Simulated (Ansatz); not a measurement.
```yaml
crystal:
  lattice:
    - [3.16019, 0.00000, 0.00000]
    - [-1.58009, 2.73680, 0.00000]
    - [0.00000, 0.00000, 4.99816]
  atoms:
    - { symbol: Hf, position: [0.33333, 0.66667, 0.25000] }
    - { symbol: Hf, position: [0.66667, 0.33333, 0.75000] }
```

These are PBEsol, DFPT electron-phonon coupling, linearised Boltzmann equation (plane waves, PAW, scalar-relativistic; Ansatz, a program for electronic structure) values and carry that method's errors. How the cell was made: relaxed with this functional, without spin-orbit coupling.

**Question.** Predict the intrinsic resistivity at 300 K.

**Answer.** 31 (x), 31 (y), 28 (z) μΩ·cm.

**Question.** And the electrons' mean free path at that temperature?

**Answer.** 5.3 (x), 5.3 (y), 4.7 (z) nm, weighted by the current that each state carries. Wires not much wider than this gain resistivity from their walls.

A metal at this level (no band gap). Only scattering by harmonic phonons is included (no impurities, grain boundaries, electron-electron scattering or thermal expansion). Spin-orbit coupling is left out, which matters with elements this heavy. Halving the electron mesh (32x32x16) moves the resistivity by up to 3 % at 300 K, the mean free path by up to 2 %. Smearing 0.20 eV; phonons on a 5x5x3 q mesh, which this run doesn't test.
